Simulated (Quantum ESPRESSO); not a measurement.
Worked example: zone-centre phonon calculation of CdPt (P4/mmm, 2 atoms in the cell) in Quantum ESPRESSO.

Method: LDA (PZ), GBRV 1.5 ultrasoft (LDA) pseudopotentials (plane waves; Quantum ESPRESSO).

```
CdPt
1.0
    2.97650     0.00000     0.00000
    0.00000     2.97650     0.00000
    0.00000     0.00000     3.83451
Cd Pt
1 1
Direct
  0.00000   0.00000   0.00000
  0.50000   0.50000   0.50000
```

Reference input (self-consistent single point, DFT, LDA (PZ), plane waves, GBRV 1.5 ultrasoft (LDA) pseudopotentials): ecutwfc = 40 Ry; ecutrho = 320 Ry; occupations = smearing; smearing = fd; degauss = 0.0073499 Ry; potentials = {Cd: cd_lda_v1.uspp.F.UPF, Pt: pt_lda_v1.4.uspp.F.UPF}; K_POINTS = automatic 7 7 6 0 0 0; conv_thr = 1e-10 Ry. This run's input differs from it in these lines:

```diff
@@ -19,3 +19,3 @@
 &electrons
- conv_thr = 1.0d-10,
+ conv_thr = 7.3e-09,
 /
```

Step 2 (ph.x):

```fortran
phonons at the zone centre
&inputph
 prefix = 'CdPt',
 outdir = './work',
 tr2_ph = 1.0d-14,
 fildyn = 'dyn.G',
/
0.0 0.0 0.0
```

Step 3 (dynmat.x):

```fortran
&input
 fildyn = 'dyn.G',
 asr = 'simple',
/
```

The program printed (abridged):

Output of step 1:

```
     Self-consistent Calculation

     iteration #  1     ecut=    40.00 Ry     beta= 0.70

     negative rho (up, down):  1.843E-01 0.000E+00

     total energy              =    -324.37498830 Ry
     estimated scf accuracy    <       1.86522021 Ry

     iteration #  2     ecut=    40.00 Ry     beta= 0.70

     negative rho (up, down):  1.918E-01 0.000E+00

     total energy              =    -324.88053036 Ry
     estimated scf accuracy    <       2.97187793 Ry

     iteration #  3     ecut=    40.00 Ry     beta= 0.70

     negative rho (up, down):  1.925E-01 0.000E+00

     total energy              =    -325.36211061 Ry
     estimated scf accuracy    <       0.03615557 Ry

   [... 4 blocks of this kind left out ...]

     iteration #  8     ecut=    40.00 Ry     beta= 0.70

     negative rho (up, down):  1.929E-01 0.000E+00

     total energy              =    -325.36975070 Ry
     estimated scf accuracy    <       0.00000018 Ry

     iteration #  9     ecut=    40.00 Ry     beta= 0.70

     negative rho (up, down):  1.929E-01 0.000E+00
     End of self-consistent calculation

     the Fermi energy is    16.7936 ev

!    total energy              =    -325.36975074 Ry
     estimated scf accuracy    <          2.0E-10 Ry
     smearing contrib. (-TS)   =      -0.00128949 Ry
     internal energy E=F+TS    =    -325.36846125 Ry

     convergence has been achieved in   9 iterations

     negative rho (up, down):  1.929E-01 0.000E+00

     Forces acting on atoms (cartesian axes, Ry/au):

     atom    1 type  1   force =     0.00000000    0.00000000    0.00000000
     atom    2 type  2   force =     0.00000000    0.00000000    0.00000000

     Total force =     0.000000     Total SCF correction =     0.000000

     negative rho (up, down):  1.929E-01 0.000E+00
          total   stress  (Ry/bohr**3)                   (kbar)     P=      -81.03
  -0.00054781   0.00000000   0.00000000          -80.58        0.00        0.00
   0.00000000  -0.00054781   0.00000000            0.00      -80.58        0.00
   0.00000000   0.00000000  -0.00055691            0.00        0.00      -81.92

   JOB DONE.
```

Output of step 2:

```
     Reading xml data from directory:

     ./work/CdPt.save/

     G-vector sticks info
     --------------------
     sticks:   dense  smooth     PW     G-vecs:    dense   smooth      PW
     Sum         797     405    129                22141     7889    1417

     negative rho (up, down):  1.929E-01 0.000E+00
     Reading collected, re-writing distributed wavefunctions in ./work/

     Number and degeneracy of irreps per q-point
       N         xq(1)         xq(2)         xq(3)   N irreps
       1   0.000000000   0.000000000   0.000000000       4
        1   1   2   2

     Calculation of q =    0.0000000   0.0000000   0.0000000

     phonons at the zone centre

     bravais-lattice index     =            0
     lattice parameter (alat)  =       5.6248  a.u.
   [... lines left out ...]
                                                       1.300   1.300

     Mode symmetry, D_4h(4/mmm) point group:

     Atomic displacements:
     There are    4 irreducible representations

     Representation     1      1 modes -  To be done

     Representation     2      1 modes -  To be done

     Representation     3      2 modes -  To be done

     Representation     4      2 modes -  To be done

     Alpha used in Ewald sum =   2.8000

     negative rho (up, down):  1.929E-01 0.000E+00
     Representation #   1 mode #   1

     Self-consistent Calculation

      iter #   1   av.it.:   7.1
      thresh= 1.000E-02 alpha_mix =  0.700 |ddv_scf|^2 =  6.345E-05

      iter #   2   av.it.:  12.8
      thresh= 7.966E-04 alpha_mix =  0.700 |ddv_scf|^2 =  5.094E-05

   [... 4 blocks of this kind left out ...]

      iter #   7   av.it.:  12.6
      thresh= 3.169E-08 alpha_mix =  0.700 |ddv_scf|^2 =  3.634E-16
     End of self-consistent calculation

     Convergence has been achieved

     Representation #   2 mode #   2

   [... 2 blocks of this kind left out ...]

     Self-consistent Calculation

      iter #   1   av.it.:   6.8
      thresh= 1.000E-02 alpha_mix =  0.700 |ddv_scf|^2 =  4.216E-06

      iter #   2   av.it.:  14.2
      thresh= 2.053E-04 alpha_mix =  0.700 |ddv_scf|^2 =  6.947E-07

   [... 3 blocks of this kind left out ...]

      iter #   6   av.it.:  14.8
      thresh= 5.182E-08 alpha_mix =  0.700 |ddv_scf|^2 =  1.986E-15

     End of self-consistent calculation

     Convergence has been achieved

     Number of q in the star =    1
     List of q in the star:
          1   0.000000000   0.000000000   0.000000000

     Diagonalizing the dynamical matrix

     q = (    0.000000000   0.000000000   0.000000000 )

   [... lines left out ...]
     freq (    5) =       3.557124 [THz] =     118.652900 [cm-1]
     freq (    6) =       4.807180 [THz] =     160.350267 [cm-1]
 **************************************************************************

     Mode symmetry, D_4h(4/mmm) point group:

     freq (   1-   2) =        -10.1  [cm-1]   --> E_u  X_5' M_5'  I
     freq (   3-   3) =         -7.2  [cm-1]   --> A_2u X_4' M_4'  I
     freq (   4-   5) =        118.7  [cm-1]   --> E_u  X_5' M_5'  I
     freq (   6-   6) =        160.4  [cm-1]   --> A_2u X_4' M_4'  I
   JOB DONE.
```

Output of step 3:

```
     diagonalizing the dynamical matrix ...

 q =      0.00000000     0.00000000     0.00000000
 **************************************************************************
     freq (    1) =      -0.000000 [THz] =      -0.000001 [cm-1]
 (  0.242786   0.000000     0.664120   0.000000     0.000000   0.000000   )
 (  0.242786   0.000000     0.664120   0.000000     0.000000   0.000000   )
     freq (    2) =       0.000000 [THz] =       0.000001 [cm-1]
 (  0.664120   0.000000    -0.242786   0.000000     0.000000   0.000000   )
 (  0.664120   0.000000    -0.242786   0.000000     0.000000   0.000000   )
     freq (    3) =       0.000000 [THz] =       0.000001 [cm-1]
 (  0.000000   0.000000     0.000000   0.000000    -0.707107   0.000000   )
 (  0.000000   0.000000     0.000000   0.000000    -0.707107   0.000000   )
     freq (    4) =       3.566185 [THz] =     118.955123 [cm-1]
 ( -0.371548   0.000000    -0.782737   0.000000     0.000000   0.000000   )
 (  0.214099   0.000000     0.451040   0.000000     0.000000   0.000000   )
     freq (    5) =       3.566185
     Polarizability (A^3 units)
     multiply by 1.000000 for Clausius-Mossotti correction
         0.000000    0.000000    0.000000
         0.000000    0.000000    0.000000
         0.000000    0.000000    0.000000

     IR activities are in (D/A)^2/amu units

# mode   [cm-1]    [THz]      IR
    1     -0.00   -0.0000    0.0000
    2      0.00    0.0000    0.0000
    3      0.00    0.0000    0.0000
    4    118.96    3.5662    0.0000
    5    118.96    3.5662    0.0000
    6    160.48    4.8111    0.0000

   JOB DONE.
```

The run converged in 9 iterations. 

Summary of the result:
| Property | Value |
|---|---|
| Free energy E − TS | -4426.8810 eV |
| Fermi level (on the code's own zero) | 16.79 eV |
| Zone-centre frequencies (cm⁻¹; negative means imaginary) | 0, 0, 0, 119, 119, 160 |

The starting cell comes from a database of computed structures (which also holds hypothetical and non-ambient phases and stackings), without a prior relaxation at this level. Its lattice was rescaled by up to half a per cent. Spin polarisation is off.
